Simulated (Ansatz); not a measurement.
Cell and atoms of amorphous hafnium silicate (Hf6Si14O40):

```xyz
60
Lattice="9.2955 0.0000 0.0000 0.0000 9.2955 0.0000 0.0000 0.0000 9.2955" Properties=species:S:1:pos:R:3 pbc="T T T"
Hf     0.4675     7.7718     4.4154
Hf     8.7708     3.3430     4.6471
Hf     0.6228     1.9886     7.4425
Hf     7.4465     7.1633     0.8028
Hf     4.7521     4.9027     1.1725
Hf     7.9744     6.2430     6.6782
Si     7.4861     0.5039     2.8687
Si     6.6333     5.6898     3.7714
Si     7.1400     2.3200     0.4705
Si     3.2306     2.7075     8.9657
Si     1.5374     4.9855     2.5247
Si     1.2613     8.3650     0.0089
Si     0.0701     4.3878     9.0120
Si     6.6711     1.3860     5.7213
Si     3.8279     7.2822     8.2316
Si     4.0840     2.6888     6.1290
Si     2.2824     1.1489     4.5106
Si     4.7139     5.5941     5.8828
Si     6.0377     9.1233     7.9756
Si     2.5349     1.2480     1.4581
O      4.7713     6.5652     0.0879
O      6.4948     5.8818     2.1192
O      3.7790     4.2416     5.8361
O      0.0526     7.5913     6.3095
O      7.7024     6.7088     4.4651
O      6.5538     1.1286     8.8041
O      6.7854     8.6193     2.0019
O      0.7623     0.2047     8.2397
O      3.9891     1.7832     0.8574
O      6.6406     1.2547     4.0942
O      3.1740     2.1064     7.4257
O      0.8716     3.8304     3.4277
O      6.2916     9.2534     6.3667
O      3.7710     1.6585     4.9322
O      2.2208     9.0009     1.1831
O      2.2435     7.2600     8.6168
O      2.1791     1.6177     2.9557
O      8.2881     5.5781     8.6591
O      4.4625     8.8118     8.2238
O      3.1315     4.7493     2.2673
O      8.9469     4.6876     5.9621
O      7.0977     4.1357     3.9272
O      5.0908     5.9612     4.3116
O      6.1325     5.4515     6.6241
O      8.4609     2.9261     8.9303
O      8.8597     0.0333     3.5643
O      3.7904     4.1811     8.8766
O      1.7455     2.2350     0.3290
O      5.6790     2.5102     6.3694
O      6.1519     3.5184     0.8016
O      0.6860     4.8625     1.1161
O      1.2468     6.4108     3.2191
O      6.9836     7.8240     8.2820
O      9.2929     7.7395     0.8033
O      1.2212     2.0101     5.4533
O      2.1107     8.8695     4.6917
O      8.1620     1.8983     6.1949
O      3.8678     6.7198     6.7001
O      7.8141     1.7243     1.8282
O      1.1382     3.9155     7.8940
```

The numbers are results of PBE, scalar-relativistic without spin-orbit coupling (plane waves to 420 eV, PAW; Ansatz, a program for electronic structure), not measurements.

The cell was made by melting and quenching with the CHGNet potential and then relaxed with DFT. O atoms were pushed apart under 1.9 Å during the dynamics, to hinder bonds among them. The hot cell started wider than the set density and was brought back towards it in steps. It is the lowest in DFT energy of 2 quenches. It is a model cell: composition and starting density were chosen by hand, and all elements were melted together. No dispersion term was used. Its density started from a set value of 4.35 and ended at 4.35 g/cm³. The simulated quench (nominally 600 K/ps over its main leg) is rapid and tends to freeze in more defects than a deposited or slowly cooled glass has. A cell of this size samples the disorder only roughly. The volume was held where the preparation left it, at a PBE pressure of 3.7 GPa. Stress components on the final sampling reach 5.1 GPa.

Neighbours within Hf-Hf 3.34 Å, Hf-Si 2.89 Å, Hf-O 2.66 Å, Si-Si 2.60 Å, Si-O 1.90 Å, O-O 1.58 Å count as bonded. Two cations that share two anions don't count as bonded, nor two that share one unless they lie closer than Hf-Hf 3.25 Å, Hf-Si 2.81 Å, Si-Si 2.38 Å.

Q: Give the coordination numbers, mean bond lengths and angles.

A: 
| Item | Result |
|---|---|
| Mean coordination of Hf by anions | 5.50 (4 with 5, 1 with 6, 1 with 7) |
| Mean coordination of Si by anions | 4.00 (14 with 4) |
| Mean coordination of O | 2.23 (31 with 2, 9 with 3) |
| Mean Si-O bond | 1.636 Å (spread 0.028 Å, 56 counted) |
| Mean Hf-O bond | 2.101 Å (spread 0.177 Å, 33 counted) |
| Bond angle at Hf | mean 104.2°, spread 28.6° |
| Bond angle at Si | mean 109.4°, spread 6.4° |
| Bond angle at O | mean 127.6°, spread 20.5° |

Q: Which atoms depart from the most common coordination of their element?

A: Hf3 has 7 (O28 1.96 Å, O60 2.05 Å, O55 2.08 Å, O57 2.16 Å, O45 2.28 Å, O48 2.47 Å, O31 2.55 Å); Hf6 has 6 (O24 1.96 Å, O41 1.97 Å, O44 2.01 Å, O38 2.11 Å, O25 2.28 Å, O53 2.46 Å); O22 has 3 (Si8 1.67 Å, Hf4 2.07 Å, Hf5 2.21 Å); O25 has 3 (Si8 1.63 Å, Hf6 2.28 Å, Hf1 2.32 Å); O31 has 3 (Si10 1.65 Å, Si16 1.69 Å, Hf3 2.55 Å); O38 has 3 (Si13 1.64 Å, Hf6 2.11 Å, Hf4 2.30 Å); O45 has 3 (Si9 1.68 Å, Si13 1.72 Å, Hf3 2.28 Å); O48 has 3 (Si10 1.69 Å, Si20 1.69 Å, Hf3 2.47 Å); O53 has 3 (Si19 1.64 Å, Hf4 1.99 Å, Hf6 2.46 Å); O55 has 3 (Si17 1.66 Å, Hf3 2.08 Å, Hf2 2.34 Å); O57 has 3 (Si14 1.65 Å, Hf3 2.16 Å, Hf2 2.20 Å).

Q: List the pairs of like atoms that count as bonded by the rules above.

A: There are none by these rules.
